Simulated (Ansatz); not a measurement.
# Cubic perovskite CsCdCl3

These are HSE06 (Ansatz, a program for electronic structure, PAW) values and carry that method's errors.

Run with plane-wave cutoff 460 eV, 4×4×4 k mesh, Fermi–Dirac smearing 0.01 eV, scalar-relativistic PAW data made under PBE.

Cell: relaxed with PBEsol: a = b = c = 5.2023 Å, α = β = γ = 90.00°.

* **band gap**: 3.20 eV (on the SCF k mesh)
* **smallest direct gap on the k points sampled**: 3.86 eV

Note: cell and atoms aren't relaxed at this level (pressure 1.7 GPa).

Spin–orbit coupling is not included.

Static lattice: no zero-point or thermal effects.
